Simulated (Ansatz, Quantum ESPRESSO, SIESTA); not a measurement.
## One structure in several programs: LaNi2 (Fd-3m, 6 atoms in the cell)

Self-consistent single point, at a second geometry (lattice scaled by 0.98). First geometry:

```
LaNi2
1.0
    0.00000     3.65314     3.65314
    3.65314     0.00000     3.65314
    3.65314     3.65314     0.00000
La Ni
2 4
Direct
  0.75000   0.75000   0.75000
  0.50000   0.50000   0.50000
  0.12500   0.12500   0.62500
  0.12500   0.62500   0.12500
  0.12500   0.12500   0.12500
  0.62500   0.12500   0.12500
```

Shared settings, as Ansatz (an electronic-structure program) writes them: kpoints.mp_grid.grid = 8 8 8; scf.occupations.method = gaussian; scf.occupations.width = 0.272 eV. Potentials and cutoffs stand in the table.

```tsv
code	model	ΔF from the first geometry (meV/atom)	pressure (GPa)	cutoff
Quantum ESPRESSO	PBEsol, GBRV 1.5 ultrasoft (PBESOL) pseudopotentials	3.1	4.27	50 Ry
SIESTA	GGA PBEsol, numerical atomic orbitals TZP, PseudoDojo PBEsol standard norm-conserving potentials (rewritten from UPF to PSML)	29.5	9.66	grid 350 Ry
Ansatz	PBEsol, PAW files made with PBE	0.5	3.79	default
```

On Ansatz's run: spin polarisation is off.

The spread over the programs that give each value: ΔF from the first geometry within 29.0 meV/atom; pressure within 5.87 GPa.

SIESTA uses small atom-centred bases, whose incompleteness enters pressures, forces and empty levels differently from a plane-wave cutoff. Ansatz's pressure is given at a fixed set of plane waves, as the other plane-wave codes print theirs; with its correction for the finite basis it is 3.83 GPa. In the pressure, SIESTA (by 5.63) lies more than 1 GPa from the median of the plane-wave programs.

The starting cell comes from a database of computed structures (which also holds hypothetical and non-ambient phases and stackings), without a prior relaxation at this level. For this run, on top of that: lattice scaled by 0.98.

Left out of this page: Elk and FLEUR (not drawn, or without a comparable value).

Keys are those of Ansatz 0.2.
